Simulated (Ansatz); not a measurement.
Start from CdS in the zinc blende structure (space group F-43m, No. 216; a = 5.9271 Å).

Calculations: Kohn–Sham DFT with the PBE functional, run in Ansatz (a first-principles code) with PAW and 420 eV plane waves, no spin-orbit coupling, earlier PAW set.

Carriers are added at fixed cell with a uniform background; the Fermi–Dirac width is that of 300 K.

One change was made to it. Results:

```json
[
 {"quantity": "gap between the host's bands", "base": "1.04 eV", "after": "1.01 eV"},
 {"quantity": "Fermi level relative to the doped band's edge (positive inside the band; to 0.05 eV)", "base": "–", "after": "+1.25 eV"},
 {"quantity": "gap character", "base": "direct at Γ", "after": "direct at Γ"}
]
```

### Question
Name the change that was made.
A. electrons 5.0×10^20 cm⁻³
B. holes 1.0×10^22 cm⁻³
C. electrons 1.0×10^22 cm⁻³
D. electrons 1.0×10^21 cm⁻³
E. holes 1.0×10^21 cm⁻³

### Answer
D, electrons 1.0×10^21 cm⁻³. For comparison, the Fermi level from band edge in the other runs: electrons 1.0×10^22 cm⁻³ gives +2.50 eV; holes 1.0×10^21 cm⁻³ gives +0.15 eV; holes 1.0×10^22 cm⁻³ gives +0.55 eV; electrons 5.0×10^20 cm⁻³ gives +0.95 eV.

Charged cell with a jellium background: band edges are those of the host's band count, energies are not comparable with the neutral cell, and many-body gap narrowing is missing. Stability against distortions was not tested.
